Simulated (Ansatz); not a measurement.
**Short convergence ladders for a (001) slab of La2PBr2 (cut from a parent of space group no. 164; 5 atoms in the cell)**

```yaml
crystal:
  lattice:
    - [4.24820, 0.00000, 0.00000]
    - [-2.12410, 3.67905, 0.00000]
    - [0.00000, 0.00000, 20.97669]
  atoms:
    - { symbol: La, position: [0.33333, 0.66667, 0.42224] }
    - { symbol: La, position: [0.66667, 0.33333, 0.57776] }
    - { symbol: P, position: [0.00000, 0.00000, 0.50000] }
    - { symbol: Br, position: [0.66667, 0.33333, 0.33370] }
    - { symbol: Br, position: [0.33333, 0.66667, 0.66630] }
```

Base method: PBEsol, default PAW files made with PBE (plane waves; Ansatz, a first-principles code).

Base settings: basis.ecutwfc = 420 eV; kpoints.mp_grid.grid = 8 8 1; hamiltonian.xc = pbesol; hamiltonian.pseudopotentials = {kind: paw} (the program's default PAW files); scf.occupations.method = gaussian; scf.occupations.width = 0.1 eV.

The count of work is k-points × plane waves × bands × iterations; it is no time. 

**The vacuum**

The mesh stays at the base's, so the ladder's end is converged at best in this setting alone.

Only quantities that move along the ladder and can be compared are tabulated.

| vacuum between outermost atoms (Å) | free energy less the last step's (meV/atom) | largest difference of a force vector from the last step's (eV/Å) | count of work / last |
|---|---|---|---|
| 3.0 | -9.78 | 0.071 | 0.27 |
| 4.0 | -3.56 | 0.017 | 0.29 |
| 5.0 | -0.79 | 0.004 | 0.33 |
| 6.0 | -0.15 | 0.001 | 0.35 |
| 7.0 | -0.01 | 0.000 | 0.38 |
| 8.0 | 0.00 | 0.000 | 0.40 |
| 10.0 | 0.00 | 0.000 | 0.46 |
| 12.0 | 0.00 | 0.000 | 0.51 |
| 14.0 | 0.00 | 0.000 | 0.57 |
| 17.0 | 0.00 | 0.000 | 0.65 |
| 20.0 | 0.00 | 0.000 | 0.73 |
| 25.0 | 0.00 | 0.000 | 0.87 |
| 30.0 | 0.00 | 0.000 | 1.0 |

Smallest vacuum between outermost atoms (Å) that holds the free energy within 0.5 meV/atom of the last step, with all finer ones: 6.0, at 0.35 of the last step's count of work; the step before is off by 0.79 meV/atom.

Smallest vacuum between outermost atoms (Å) that holds the forces within 0.01 eV/Å of the last step, with all finer ones: 5.0, at 0.33 of the last step's count of work; the step before is off by 0.017 eV/Å.

**The k-point mesh**

Only quantities that move along the ladder and can be compared are tabulated.

```csv
kpoints.mp_grid.grid,free energy less the last step's (meV/atom),largest difference of a force vector from the last step's (eV/Å),count of work / last
2 2 1,-1.92,0.101,0.041
3 3 1,-15.77,0.017,0.069
4 4 1,-4.86,0.047,0.071
5 5 1,11.18,0.031,0.10
6 6 1,4.71,0.009,0.12
7 7 1,0.88,0.004,0.14
8 8 1,-0.56,0.002,0.18
9 9 1,-0.61,0.001,0.21
11 11 1,0.92,0.002,0.29
12 12 1,0.20,0.000,0.34
14 14 1,-0.30,0.000,0.43
17 17 1,0.11,0.000,0.59
20 20 1,-0.09,0.000,0.79
23 23 1,0.00,0.000,1.0
```

Coarsest kpoints.mp_grid.grid that holds the forces within 0.02 eV/Å of the last step, with all finer ones: 6 6 1, at 0.12 of the last step's count of work; the step before is off by 0.031 eV/Å.

Coarsest kpoints.mp_grid.grid that holds the free energy within 1 meV/atom of the last step, with all finer ones: 7 7 1, at 0.14 of the last step's count of work; the step before is off by 4.7 meV/atom.

**The plane-wave cutoff**

The mesh stays at the base's, so the ladder's end is converged at best in this setting alone.

Only quantities that move along the ladder and can be compared are tabulated.

| basis.ecutwfc | free energy less the last step's (meV/atom) | largest difference of a force vector from the last step's (eV/Å) | count of work / last |
|---|---|---|---|
| 210 eV | 684.89 | 0.043 | 0.12 |
| 250 eV | 208.11 | 0.022 | 0.17 |
| 295 eV | 41.06 | 0.003 | 0.21 |
| 355 eV | 3.11 | 0.000 | 0.28 |
| 420 eV | 0.69 | 0.000 | 0.35 |
| 505 eV | 0.19 | 0.000 | 0.47 |
| 630 eV | 0.04 | 0.000 | 0.65 |
| 840 eV | 0.00 | 0.000 | 1.0 |

Coarsest basis.ecutwfc that holds the free energy within 0.5 meV/atom of the last step, with all finer ones: 505 eV; the step before is off by 0.69 meV/atom.

Coarsest basis.ecutwfc that holds the forces within 0.005 eV/Å of the last step, with all finer ones: 295 eV, at 0.21 of the last step's count of work; the step before is off by 0.022 eV/Å.

On the base run: the starting cell comes from a database of computed structures (which also holds hypothetical and non-ambient phases and stackings), without a prior relaxation at this level. The slab is cut from that crystal, and its faces are unrelaxed. Its lattice was rescaled by up to half a per cent. Spin polarisation is off, though cut faces can carry moments; the slab shows no gap.

Left out of this page: 1 run of the series outside the window shown, repeating another row's setting, or not comparable.

Keys are those of Ansatz 0.2.
